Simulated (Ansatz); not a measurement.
The starting structures come from a database of crystals and need not be the phases stable at ambient conditions.

 Where the default PAW files enter, the runs use the earlier of Ansatz's two default sets.

Given:

```
CELL_PARAMETERS angstrom
      3.33360     0.00000     0.00000
      0.00000     6.50500     0.00000
      0.00000     0.00000     5.55640
ATOMIC_POSITIONS crystal
  Hf 0.75000 0.89213 0.75132
  Hf 0.25000 0.10787 0.24868
  Hf 0.25000 0.39213 0.74868
  Hf 0.75000 0.60787 0.25132
  O  0.25000 0.65855 0.97921
  O  0.75000 0.34145 0.02079
  O  0.75000 0.15855 0.52079
  O  0.25000 0.84145 0.47921
  O  0.25000 0.07660 0.86050
  O  0.75000 0.92340 0.13950
  O  0.75000 0.57660 0.63950
  O  0.25000 0.42340 0.36050
```

Space group of this cell: Pnma. The cell is taken as given; by r2SCAN its mean pressure is -3.3 GPa.

The current runs along the normal of the first two printed vectors. All runs by Ansatz (an electronic-structure program), plane waves and PAW, without spin-orbit coupling; the base is r2SCAN.

| run | mean pressure (GPa) | gap (eV) | mid-gap κ (1/Å) |
|---|---|---|---|
| base | -3.3 | 3.98 | 0.452 |
| all lengths scaled by 0.98 | 16.0 | … | … |
| all lengths scaled by 1.02 | -18.1 | 3.83 | 0.442 |
| lda in place of r2scan | -13.1 | 3.31 | 0.417 |
| lengths across the current scaled by 0.98, ions clamped | 9.1 | 3.92 | 0.459 |
| lengths across the current scaled by 1.02, ions clamped | -13.5 | … | … |
| lengths along the current scaled by 0.97, ions clamped | 6.0 | 4.26 | 0.453 |
| lengths along the current scaled by 1.03, ions clamped | -11.0 | 3.70 | 0.448 |
| pbesol in place of r2scan | -5.7 | … | 0.417 |

Q: What belongs in the gaps?

A: 
- all lengths scaled by 0.98, gap (eV): 4.12
- all lengths scaled by 0.98, mid-gap κ (1/Å): 0.462
- lengths across the current scaled by 1.02, ions clamped, gap (eV): 4.01
- lengths across the current scaled by 1.02, ions clamped, mid-gap κ (1/Å): 0.445
- pbesol in place of r2scan, gap (eV): 3.35
